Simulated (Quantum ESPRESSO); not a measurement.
**A series of runs on MgRe₃ (Fm-3m, 4 atoms in the cell)**

```yaml
crystal:
  lattice:
    - [-3.17900, 0.00000, 3.17900]
    - [0.00000, 3.17900, 3.17900]
    - [-3.17900, 3.17900, 0.00000]
  atoms:
    - { symbol: Mg, position: [0.00000, 0.00000, 0.00000] }
    - { symbol: Re, position: [0.25000, 0.25000, 0.25000] }
    - { symbol: Re, position: [0.75000, 0.75000, 0.75000] }
    - { symbol: Re, position: [0.50000, 0.50000, 0.50000] }
```

Base run A: Quantum ESPRESSO 7.5 with PBEsol, GBRV 1.5 ultrasoft (PBESOL) pseudopotentials, self-consistent single point.

Its settings: ecutwfc = 40 Ry; ecutrho = 320 Ry; occupations = smearing; smearing = marzari-vanderbilt; degauss = 0.0036749 Ry; potentials = {Mg: mg_pbesol_v1.4.uspp.F.UPF, Re: re_pbesol_v1.2.uspp.F.UPF}; K_POINTS = automatic 9 9 9 1 1 1; conv_thr = 1e-10 Ry.

The starting cell comes from a database of computed structures (which also holds hypothetical and non-ambient phases and stackings), without a prior relaxation at this level. Its lattice was rescaled by a random factor within 2.5 % of one. Spin polarisation is off. In the base run, with a pressure of about -21 GPa the cell is away from its equilibrium volume at this level.

ΔF is the free energy per atom less that of run A. 

Run A gave: pressure (GPa) -21.44; k-points 85.

Runs:
- B: K_POINTS = automatic 5 5 5 0 0 0
- C: K_POINTS = automatic 5 5 5 1 1 1
- D: K_POINTS = automatic 6 6 6 0 0 0
- E: K_POINTS = automatic 6 6 6 1 1 1
- F: K_POINTS = automatic 7 7 7 0 0 0
- G: K_POINTS = automatic 7 7 7 1 1 1
- H: K_POINTS = automatic 9 9 9 0 0 0
- I: K_POINTS = automatic 9 9 9 0 0 1

**Question.** What does run B change against A?

**Answer.** The free energy rises by 2.9 meV/atom and the pressure goes from -21.44 to -21.31 GPa.

**Question.** What does run D change against A?

**Answer.** The free energy goes down by 4.1 meV/atom and the pressure goes from -21.44 to -21.60 GPa.

| run | ΔF (meV/atom) | pressure (GPa) | k-points |
|---|---|---|---|
| A | 0.00 | -21.44 | 85 |
| B | 2.9 | -21.31 | 10 |
| C | 0.42 | -21.37 | 19 |
| D | -4.1 | -21.60 | 16 |
| E | -0.52 | -21.38 | 28 |
| F | 0.68 | -21.37 | 20 |
| G | -0.30 | -21.42 | 44 |
| H | 0.69 | -21.42 | 35 |
| I | 0.00 | -21.44 | 85 |
